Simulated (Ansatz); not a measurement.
The reference is CuAu (space group P4/mmm, No. 123; a = 2.8129 Å, c = 3.5930 Å; relaxed with 0.1 eV smearing). Axes: x, y, z lie along a, b, c of the conventional cell.

Computed with DFT with PBEsol, PAW potentials and a 420 eV plane-wave cutoff in Ansatz (a quantum-chemistry and plane-wave program), no SOC.

Base values:

| Quantity | Value |
|---|---|
| Volume per atom | 14.21 Å³ |

One thing is altered: tensile biaxial strain of 3.00 % in the plane normal to [001], as in epitaxy on a mismatched substrate; the out-of-plane cell vector and the atoms relax.

Problem. Estimate the effect on the volume per atom.

Solution. The volume per atom grows by 0.03 Å³, from 14.21 Å³ to 14.24 Å³.

Problem. How does this affect the in-plane stress?

Solution. The mean in-plane stress (compression positive) amounts to -0.8 GPa.

Stability against distortions was not tested. All final runs are without spin polarisation.
